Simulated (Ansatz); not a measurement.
The starting structures come from a database of crystals and need not be the phases stable at ambient conditions.

Tunnelling through a barrier is set by its complex band structure: the current falls as exp(−2κd) with the smallest κ.

Here is the system:

```yaml
crystal:
  lattice:
    - [7.24544, 0.00000, 0.00000]
    - [3.62272, 7.85093, -0.00204]
    - [3.62272, -0.55670, 2.01613]
  atoms:
    - { symbol: Sr, position: [0.65409, 0.67924, 0.67924] }
    - { symbol: Sr, position: [0.34591, 0.32076, 0.32076] }
    - { symbol: H, position: [0.50000, 0.50000, 0.50000] }
    - { symbol: H, position: [0.97780, 0.35553, 0.35553] }
    - { symbol: H, position: [0.02220, 0.64447, 0.64447] }
    - { symbol: I, position: [0.00000, 0.00000, 0.00000] }
```

Space group of this cell: P-3m1. The cell was relaxed by PBE-D3(BJ); by r2SCAN its mean pressure is 1.5 GPa.

Transport runs along the normal of the first two printed cell vectors, the (111) plane of the conventional cell.

The gap is the functional's own, uncorrected, and κ follows it; spin-orbit coupling is left out. Mid-gap values are interpolated between the computed energies.

Compute, with r2SCAN (Ansatz, a program for electronic structure), the band gap and the smallest decay constant κ at mid-gap.

Gap 2.66 eV on a 14×14×14 mesh; κ = 0.210 1/Å, at (0.000, 0.500) of the in-plane reciprocal vectors. At the zone centre, at the nearest computed energy, the slowest state has κ = 0.26 1/Å.
